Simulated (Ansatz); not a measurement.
**A self-consistent single point of AlN (P6_3mc, 4 atoms in the cell) with Ansatz (a quantum-chemistry and plane-wave program)**

Computed with PBE (plane waves, PAW; Ansatz).

This input was run:

Ansatz 0.2 input:
```yaml
crystal:
  lattice:
    - [1.54722500, -2.67987200, 0.00000000]
    - [1.54722500, 2.67987200, 0.00000000]
    - [0.00000000, 0.00000000, 4.95510000]
  atoms:
    - { symbol: Al, position_ang: [1.54722500, -0.89329068, 2.47755000] }
    - { symbol: Al, position_ang: [1.54722500, 0.89329068, 0.00000000] }
    - { symbol: N, position_ang: [1.54722500, -0.89329068, 4.37039820] }
    - { symbol: N, position_ang: [1.54722500, 0.89329068, 1.89284820] }
basis:
  ecutwfc: 420.0 eV
kpoints:
  mp_grid:
    grid: [9, 9, 5]
hamiltonian:
  xc: pbe
  pseudopotentials:
    kind: paw
scf:
  occupations:
    method: fermi_dirac
    width: 0.05 eV
output:
  forces: true
  eigenvalues: true
  stress: true
```

Log, with long lists cut:

```
WARN ansatz: RAYON_NUM_THREADS=1 ignored (pool sized by the plan → 1); use --threads N
Pseudopotentials: kind: paw
Pseudopotential: Al, paw, valence charge 3
Pseudopotential: N, paw, valence charge 5
Crystal: 4 atoms, lattice volume = 41.091 Å³
Basis set: ecut = 420 eV, 785 PW (Γ), exchange–correlation on 48×48×72 points (8 copies of the dense FFT grid, shifted against one another)
Bands: 12, of which v1, the nominal top of the filled ones, is band 8 counted from 1 (7 counted from 0)
Symmetry: 12 space group operations
Space group: P63mc (ITA 186), of the structure as read, at distance tolerance 3.5e-5 Å
k-points: 36 of 405 (time reversal used)
Initial density: superposition of atomic densities (neutral atoms: chi_scale 0, normalization atom), corrected by the library's trained network
Initial wavefunctions: pseudopotential atomic-orbital guess
Eigensolver: davidson
Functional: x = pbe(κ = 0.804, μ = 0.2195149727645171), c = pbe(β = 0.06672455060314922)
SCF iter   1: F=—  HF=-1848.474403 eV  |F-HF|=—  |Δ(HF+E_count)|=         —  Δρ=8.70e-4  dr2=1.69e-4  ethr=1.77e-3  ⟨swp⟩=5.4  Hψ=2815  notcnv=0
all-band conjugate gradients solve this SCF's bands
preconditioner: auto → none
SCF iter   2: F=—  HF=-1848.474704 eV  |F-HF|=—  |Δ(HF+E_count)|=   3.01e-4  Δρ=4.08e-4  dr2=2.22e-5  ethr=1.05e-6  ⟨swp⟩=2.5  Hψ=974  notcnv=0
SCF iter   3: F=—  HF=-1848.474596 eV  |F-HF|=—  |Δ(HF+E_count)|=   1.08e-4  Δρ=8.03e-5  dr2=9.60e-7  ethr=1.39e-7  ⟨swp⟩=2.4  Hψ=707  notcnv=0
iter 4 did not close the SCF: its close was put off for the readings that it lacked (scf_convergence_deferred on its scf_iter line)
SCF iter   4: F=-1848.474599 eV  HF=-1848.474599 eV  |F-HF|=1.24e-8  |Δ(HF+E_count)|=   3.11e-6  Δρ=8.90e-6  dr2=1.41e-8  ethr=6.00e-9  ⟨swp⟩=2.1  Hψ=712  notcnv=0
iter 5 did not close the SCF: its close was put off for the readings that it lacked (scf_convergence_deferred on its scf_iter line)
SCF iter   5: F=-1848.474599 eV  HF=-1848.474599 eV  |F-HF|=2.07e-10  |Δ(HF+E_count)|=   1.43e-8  Δρ=1.33e-6  dr2=3.61e-10  ethr=8.84e-11  ⟨swp⟩=2.3  Hψ=689  notcnv=0
SCF iter   6: F=-1848.474599 eV  HF=-1848.474599 eV  |F-HF|=6.37e-12  |Δ(HF+E_count)|=  8.37e-11  Δρ=1.73e-7  dr2=5.34e-12  ethr=2.25e-12  ⟨swp⟩=1.1  Hψ=1290  notcnv=0
SCF 1 converged in 6 iterations: F = -1848.474599 eV  dr2 = 5.34e-12
SCF converged after 6 iterations
Free energy (F): -1848.474599 eV
Harris-Foulkes:  -1848.474599 eV  (|F-HF|=6.37e-12)
Internal energy: -1848.474599 eV  (E = F + TS)
E sigma→0 (E₀):  -1848.474599 eV
Fermi energy:    9.524900 eV
--- Per-component energies (eV) ---
  E_band       = 32.757489
  E_kinetic    = 320.486681
  E_local      = -445.105725  (includes V_loc(G=0)·N_el)
  E_nonlocal   = 111.166891
  E_hartree    = 154.776130
  E_xc         = -204.170617
  E_vxc        = -216.570023  (∫ρ·V_xc dr)
  E_paw        = -1190.560999  (= ΣΔE_a)
  E_vpaw       = -46.772785  (= ΣTr[D̂ρ^β])
  E_aug_tail   = 0.000196  (compensation charges beyond the density's cutoff)
  E_ewald      = -595.067157
  E_smearing   = -0.000000  (= −TS)
  E_closure    = 0.000000  (closes the sum)
  Σ components = -1848.474599   (vs F -1848.474599, Δ=0.00e0)
--- Forces (eV/Å), atoms counted from 1 ---
  atom   1  Al    -0.00000000     0.00000000     0.00222532
  atom   2  Al    -0.00000000    -0.00000000     0.00222532
  atom   3  N      0.00000000    -0.00000000    -0.00224840
  atom   4  N     -0.00000000     0.00000000    -0.00224840
  max |Σ_I F_I| component: 4.62e-5 eV/Å
--- Stress (GPa, compression-positive) ---
        7.494953       0.000000       0.000000
        0.000000       7.494953       0.000000
        0.000000       0.000000       7.121966
  P = ⅓ Tr σ = 7.3706 GPa (73.706 kbar)
  The stress holds the Pulay correction. Without it, at fixed plane waves, as pw.x and ABINIT print it: P = 6.8649 GPa
--- Band table (eV; the first three rows and the last of 36) ---
  k-point 0: bands = ["-7.9461", "-5.7542", "1.2719", "6.4562", "6.4562", "7.1070", "7.1070", "7.3329", "11.6689", "14.1363", "18.0738", "18.6053"]
  k-point 1: bands = ["-7.7909", "-6.0524", "1.8069", "6.5017", "6.5146", "6.5146", "7.0412", "7.0412", "12.3399", "14.2264", "17.8334", "18.5671"]
  k-point 2: bands = ["-7.3484", "-6.7030", "3.1454", "4.8483", "6.6718", "6.6718", "6.8729", "6.8729", "13.4856", "14.1988", "17.6065", "18.2302"]
  k-point 35: bands = ["-5.3522", "-5.3522", "2.5241", "2.5241", "3.0842", "3.7825", "6.4084", "6.4084", "14.2127", "15.2409", "15.4036", "15.4036"]
```

The run converged in 6 iterations.

The starting cell has typed, rounded lattice constants, without a prior relaxation at this level. Its lattice was rescaled by up to half a per cent. With a pressure of about 7 GPa the cell is away from its equilibrium volume at this level. Ansatz's pressure includes its estimate of the finite-basis (Pulay) stress. Without the estimate this run gives 6.86 GPa.
